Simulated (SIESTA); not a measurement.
## A self-consistent single point of NiSi2 (Fm-3m, 3 atoms in the cell) with SIESTA

Computed with GGA PBE, numerical atomic orbitals DZP, PseudoDojo PBE standard norm-conserving potentials (rewritten from UPF to PSML) run with SIESTA.

Input:

```
# files in the folder: Si.psml Ni.psml (PseudoDojo PBE standard)
SystemName  NiSi2
SystemLabel siesta

NumberOfAtoms                3
NumberOfSpecies              2
%block ChemicalSpeciesLabel
  1 14 Si
  2 28 Ni
%endblock ChemicalSpeciesLabel
LatticeConstant              1.0 Ang
%block LatticeVectors
     0.000000000    2.696885000    2.696885000
     2.696885000    0.000000000    2.696885000
     2.696885000    2.696885000    0.000000000
%endblock LatticeVectors
AtomicCoordinatesFormat      Ang
%block AtomicCoordinatesAndAtomicSpecies
     1.348442500    1.348442500    1.348442500  1
     4.045327500    4.045327500    4.045327500  1
     0.000000000    0.000000000    0.000000000  2
%endblock AtomicCoordinatesAndAtomicSpecies

XC.functional                GGA
XC.authors                   PBE
PAO.BasisSize                DZP
PAO.EnergyShift              0.01 Ry
MeshCutoff                   400 Ry
%block kgrid.MonkhorstPack
    5   0   0  0.0
    0   5   0  0.0
    0   0   5  0.0
%endblock kgrid.MonkhorstPack
OccupationFunction           MP
OccupationMPOrder            0
ElectronicTemperature        100.0 meV

MaxSCFIterations             150
SCF.Mixer.Method             Pulay
SCF.Mixer.Weight             0.25
SCF.Mixer.History            8
SCF.DM.Tolerance             1.0E-05
Diag.ParallelOverK           true
WriteForces                  true
```

Output (repeated stretches shortened):

```
reinit: Reading from file input.fdf

reinit: System Name: NiSi2
reinit: System Label: siesta

coor:   Atomic-coordinates input format  =     Cartesian coordinates
coor:                                          (in Angstroms)

siesta: Atomic coordinates (Bohr) and species
siesta:      2.54819   2.54819   2.54819  1        1
siesta:      7.64456   7.64456   7.64456  1        2
siesta:      0.00000   0.00000   0.00000  2        3

siesta: System type = bulk

initatomlists: Number of atoms, orbitals, and projectors:      3    45    54

siesta: ******************** Simulation parameters ****************************
redata: Spin configuration                          = none
redata: Time-Reversal Symmetry                      = T
redata: Number of Atomic Species                    =        2
redata: Mesh Cutoff                                 =   400.0000 Ry
redata: Net charge of the system                    =     0.0000 |e|
redata: Min. number of SCF Iter                     =        0
redata: Max. number of SCF Iter                     =      150
redata: SCF convergence failure will abort job
redata: SCF mix quantity                            = Hamiltonian
redata: Mix DM or H after convergence               =   F
redata: Recompute H after scf cycle                 =   F
redata: Mix DM in first SCF step                    =   T
redata: No kicks to SCF
redata: DM Mixing Weight for Kicks                  =     0.5000
redata: Require Harris convergence for SCF          =   F
redata: Harris energy tolerance for SCF             =     0.000100 eV
redata: Require DM convergence for SCF              =   T
redata: DM tolerance for SCF                        =     0.000010
redata: Require EDM convergence for SCF             =   F
redata: EDM tolerance for SCF                       =     0.001000 eV
redata: Require H convergence for SCF               =   T
redata: Hamiltonian tolerance for SCF               =     0.001000 eV
redata: Require (free) Energy convergence for SCF   =   F
redata: (free) Energy tolerance for SCF             =     0.000100 eV
redata: Using DFT-D3 dispersion                     =   F
redata: Using Saved Data (generic)                  =   F
redata: Method of Calculation                       = Diagonalization
redata: Electronic Temperature                      =  1160.4518 K
redata: Number of TDED substeps                     =        3
redata: Dynamics option                             = Single-point calculation
redata: Save all siesta data in one NC              =   F
redata: ***********************************************************************

%block SCF.Mixers
  Pulay
%endblock SCF.Mixers

%block SCF.Mixer.Pulay
  # Mixing method
  method pulay
  variant stable

  # Mixing options
  weight 0.2500
  weight.linear 0.2500
  history 8
%endblock SCF.Mixer.Pulay

DM_history_depth set to one: no extrapolation allowed by default for geometry relaxation
Size of DM history Fstack: 1
Total number of electrons:    26.000000
Total ionic charge:    26.000000

* ProcessorY, Blocksize:    1  46

* Orbital distribution balance (max,min):    45    45

 Kpoints in:           75 . Kpoints trimmed:           63

siesta: k-grid: Number of k-points = 63
siesta: k-points from Monkhorst-Pack grid
siesta: k-cutoff (effective) =     9.535 Ang
siesta: k-point supercell and displacements
siesta: k-grid:     5     0     0      0.000
siesta: k-grid:     0     5     0      0.000
siesta: k-grid:     0     0     5      0.000

diag: Algorithm                                     = D&C
diag: Parallel over k                               =   F
diag: Use parallel 2D distribution                  =   F
diag: Parallel block-size                           = 46
diag: Parallel distribution                         =     1 x     1
diag: Used triangular part                          = Lower
diag: Absolute tolerance                            =  0.100E-15
diag: Orthogonalization factor                      =  0.100E-05
diag: Memory factor                                 =  1.0000

superc: Internal auxiliary supercell:     7 x     7 x     7  =     343
superc: Number of atoms, orbitals, and projectors:   1029  15435  18522

                        Single-point calculation

superc: Internal auxiliary supercell:     7 x     7 x     7  =     343
superc: Number of atoms, orbitals, and projectors:   1029  15435  18522

outcell: Unit cell vectors (Ang):
        0.000000    2.696885    2.696885
        2.696885    0.000000    2.696885
        2.696885    2.696885    0.000000

outcell: Cell vector modules (Ang)   :    3.813971    3.813971    3.813971
outcell: Cell angles (23,13,12) (deg):     60.0000     60.0000     60.0000
outcell: Cell volume (Ang**3)        :     39.2299
new_DM -- step:     1
Initializing Density Matrix...

Attempting to read DM from file... Failed...
DM filled with atomic data:

InitMesh: MESH = 40 x 40 x 40 = 64000
InitMesh: Mesh cutoff (required, used) =   400.000   455.993 Ry

stepf: Methfessel-Paxton step function
       Using Hermite-Gauss polynomials of order  0

        iscf     Eharris(eV)        E_KS(eV)     FreeEng(eV)     dDmax    Ef(eV) dHmax(eV)
   scf:    1    -4693.948059    -4765.981279    -4765.989376  1.563422 -2.319682 37.765319
   scf:    2    -4734.568222    -4783.876973    -4783.886310  0.561893 -4.414847 24.203820
   scf:    3    -4800.379052    -4794.773183    -4794.778586  0.216494 -3.887347  5.746281
   scf:    4    -4624.262219    -4739.951929    -4739.961865  0.634461 -1.999360 49.667928
   scf:    5    -4804.715630    -4795.555113    -4795.561495  0.576649 -3.482993  1.296624
   scf:    6    -4795.457390    -4795.560380    -4795.566066  0.019205 -3.633919  1.172132
   scf:    7    -4795.587534    -4795.589541    -4795.595305  0.012586 -3.553768  0.136123
   scf:    8    -4795.575705    -4795.585713    -4795.591363  0.004455 -3.590166  0.448408
   scf:    9    -4795.591626    -4795.589764    -4795.595465  0.002858 -3.569153  0.101394
mix: Pulay -- inversion failed, > SVD [rank/size] 3 / 7
   scf:   10    -4795.589446    -4795.589614    -4795.595308  0.000236 -3.571172  0.132612
mix: Pulay -- inversion failed, > SVD [rank/size] 3 / 7
   scf:   11    -4795.590046    -4795.589860    -4795.595566  0.000460 -3.567668  0.074968
mix: Pulay -- inversion failed, > SVD [rank/size] 3 / 7
   scf:   12    -4795.589985    -4795.589930    -4795.595642  0.000181 -3.565976  0.046594
   scf:   13    -4795.589967    -4795.589967    -4795.595689  0.000406 -3.563502  0.001937
   scf:   14    -4795.589966    -4795.589967    -4795.595689  0.000012 -3.563402  0.000053
   scf:   15    -4795.589967    -4795.589967    -4795.595689  0.000002 -3.563406  0.000194

SCF Convergence by DM+H criterion
max |DM_out - DM_in|         :     0.0000020029
max |H_out - H_in|      (eV) :     0.0001942266
SCF cycle converged after 15 iterations

Using DM_out to compute the final energy and forces

siesta: E_KS(eV) =            -4795.5900

siesta: E_KS - E_eggbox =     -4795.5900

siesta: Atomic forces (eV/Ang):
     1   -0.000146   -0.000146   -0.000146
     2    0.000146    0.000146    0.000146
     3    0.000000    0.000000   -0.000000
   Tot    0.000000    0.000000   -0.000000
   Max    0.000146
   Res    0.000119    sqrt( Sum f_i^2 / 3N )
   Max    0.000146    constrained

Stress tensor Voigt[x,y,z,yz,xz,xy] (kbar):      -37.66      -37.66      -37.66       -0.16       -0.16       -0.16
(Free)E + p*V (eV/cell)    -4794.6735
Target enthalpy (eV/cell)    -4795.5957

siesta: Program's energy decomposition (eV):
siesta: Ebs     =      -785.334663
siesta: Eions   =      6175.529617
siesta: Ena     =       464.532684
siesta: Ekin    =      2237.654764
siesta: Enl     =      -689.467202
siesta: Eso     =         0.000000
siesta: Edftu   =         0.000000
siesta: DEna    =        36.728321
siesta: DUscf   =         1.065044
siesta: DUext   =         0.000000
siesta: Ex      =      -629.037921
siesta: Ec      =       -41.536040
siesta: Exc     =      -670.573960
siesta: Eharris =     -4795.589967
siesta: Etot    =     -4795.589967
siesta: FreeEng =     -4795.595689

siesta: Stress tensor (static) (eV/Ang**3):
siesta:    -0.023508   -0.000099   -0.000099
siesta:    -0.000099   -0.023508   -0.000099
siesta:    -0.000099   -0.000099   -0.023508

siesta: Cell volume =         39.229907 Ang**3

siesta: Pressure (static):
siesta:                Solid            Molecule  Units
siesta:           0.00025604          0.00025593  Ry/Bohr**3
siesta:           0.02350847          0.02349845  eV/Ang**3
siesta:          37.66471842         37.64866252  kBar
```

The run converged in 15 iterations.

The starting cell has typed, rounded lattice constants, without a prior relaxation at this level. Its lattice was rescaled by up to half a per cent. Spin polarisation is off. Values carry the incompleteness of an atom-centred basis. With a pressure of about 4 GPa the cell is away from its equilibrium volume at this level.
